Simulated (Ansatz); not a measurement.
The starting structures come from a database of crystals and need not be the phases stable at ambient conditions.

## Evanescent states of K$_{2}$MgF$_{4}$ (I4/mmm, not sure to be the ambient phase, 7 atoms a cell, 14.6 Å³ an atom) along the normal of (100)

Level of theory: r2SCAN (plane waves, PAW; Ansatz, an electronic-structure program).

No gap correction and no spin-orbit coupling; mid-gap values are interpolated between computed energies.

Energies count from the valence-band top; κ is the least over a 8×4 mesh across the current.

| E (eV) | κ (1/Å) | where |
|---|---|---|
| 0.17 | 0.318 | Γ |
| 0.51 | 0.415 | Γ |
| 0.85 | 0.474 | Γ |
| 1.19 | 0.514 | Γ |
| 1.53 | 0.541 | Γ |
| 1.87 | ? | Γ |
| 2.21 | ? | Γ |
| 2.55 | ? | Γ |
| 2.89 | ? | Γ |
| 3.23 | ? | Γ |
| 3.57 | ? | Γ |
| 3.91 | ? | Γ |
| 4.25 | ? | Γ |
| 4.59 | ? | Γ |
| 4.93 | ? | Γ |
| 5.27 | ? | Γ |
| 5.61 | ? | Γ |
| 5.95 | 0.432 | Γ |
| 6.29 | 0.390 | Γ |
| 6.63 | 0.339 | Γ |
| 6.97 | 0.272 | Γ |
| 7.31 | 0.172 | Γ |

Q: Complete the blanks.

A: 
- 1.87, κ (1/Å): 0.561
- 2.21, κ (1/Å): 0.574
- 2.55, κ (1/Å): 0.581
- 2.89, κ (1/Å): 0.584
- 3.23, κ (1/Å): 0.582
- 3.57, κ (1/Å): 0.577
- 3.91, κ (1/Å): 0.568
- 4.25, κ (1/Å): 0.556
- 4.59, κ (1/Å): 0.539
- 4.93, κ (1/Å): 0.519
- 5.27, κ (1/Å): 0.495
- 5.61, κ (1/Å): 0.466
